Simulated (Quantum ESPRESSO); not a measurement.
Quantum ESPRESSO run on Al2Cu (I4/mcm, 6 atoms in the cell): self-consistent single point.

Level of theory: PBEsol, PSlibrary ultrasoft (PBE) pseudopotentials (plane waves; Quantum ESPRESSO).

```yaml
crystal:
  lattice:
    - [-3.05798, 3.05798, 2.43987]
    - [3.05798, -3.05798, 2.43987]
    - [3.05798, 3.05798, -2.43987]
  atoms:
    - { symbol: Al, position: [0.84139, 0.65861, 0.50000] }
    - { symbol: Al, position: [0.15861, 0.34139, 0.50000] }
    - { symbol: Al, position: [0.65861, 0.15861, 0.81722] }
    - { symbol: Al, position: [0.34139, 0.84139, 0.18278] }
    - { symbol: Cu, position: [0.25000, 0.25000, 0.00000] }
    - { symbol: Cu, position: [0.75000, 0.75000, 0.00000] }
```

Reference input (self-consistent single point, DFT, PBEsol, plane waves, PSlibrary ultrasoft (PBE) pseudopotentials): ecutwfc = 50 Ry; ecutrho = 300 Ry; occupations = smearing; smearing = fermi-dirac; degauss = 0.0036749 Ry; input_dft = pbesol; potentials = {Al: Al.pbe-n-rrkjus_psl.1.0.0.UPF, Cu: Cu.pbe-dn-rrkjus_psl.1.0.0.UPF}; K_POINTS = automatic 9 9 9 0 0 0; conv_thr = 1e-10 Ry; mixing_beta = 0.7. This run's input differs from it in these lines:

```diff
@@ -13,4 +13,4 @@
     ntyp = 2
-    ecutwfc = 50
-    ecutrho = 300
+    ecutwfc = 20
+    ecutrho = 120
     occupations = 'smearing'
```

The program printed (abridged):

```
     Self-consistent Calculation

     iteration #  1     ecut=    20.00 Ry     beta= 0.70

     total energy              =    -261.47695435 Ry
     estimated scf accuracy    <       2.88610360 Ry

     iteration #  2     ecut=    20.00 Ry     beta= 0.70

     total energy              =    -262.85085377 Ry
     estimated scf accuracy    <       6.31357618 Ry

     iteration #  3     ecut=    20.00 Ry     beta= 0.70

     total energy              =    -263.28144132 Ry
     estimated scf accuracy    <       0.55265322 Ry

   [... 11 blocks of this kind left out ...]

     iteration # 15     ecut=    20.00 Ry     beta= 0.70

     total energy              =    -263.41144384 Ry
     estimated scf accuracy    <          7.7E-10 Ry

     iteration # 16     ecut=    20.00 Ry     beta= 0.70
     End of self-consistent calculation

     the Fermi energy is     8.8113 ev

!    total energy              =    -263.41144384 Ry
     estimated scf accuracy    <          1.1E-11 Ry
     smearing contrib. (-TS)   =      -0.00122787 Ry
     internal energy E=F+TS    =    -263.41021597 Ry

     convergence has been achieved in  16 iterations

     Forces acting on atoms (cartesian axes, Ry/au):

     atom    1 type  1   force =     0.00204425   -0.00204425    0.00000000
     atom    2 type  1   force =    -0.00204425    0.00204425    0.00000000
     atom    3 type  1   force =     0.00204425    0.00204425   -0.00000000
     atom    4 type  1   force =    -0.00204425   -0.00204425   -0.00000000
     atom    5 type  2   force =     0.00000000    0.00000000    0.00000000
     atom    6 type  2   force =    -0.00000000   -0.00000000   -0.00000000

     Total force =     0.005782     Total SCF correction =     0.000001

          total   stress  (Ry/bohr**3)                   (kbar)     P=    -1465.15
  -0.00992050   0.00000000   0.00000000        -1459.36        0.00        0.00
   0.00000000  -0.00992050   0.00000000            0.00    -1459.36        0.00
   0.00000000   0.00000000  -0.01003866            0.00        0.00    -1476.74

   JOB DONE.
```

The run converged in 16 iterations. Against the reference run the free energy rises by 3.11 eV/atom, the pressure goes from -5.25 to -146.5 GPa and the largest force goes from 0.045 to 0.074 eV/Å.

The starting cell comes from a database of computed structures (which also holds hypothetical and non-ambient phases and stackings), without a prior relaxation at this level. Its lattice was rescaled by a random factor within 2.5 % of one. Spin polarisation is off. At the lowered cutoff the pressure carries the error of an incomplete plane-wave basis.

Cost on one core of a shared machine: roughly 50 s.
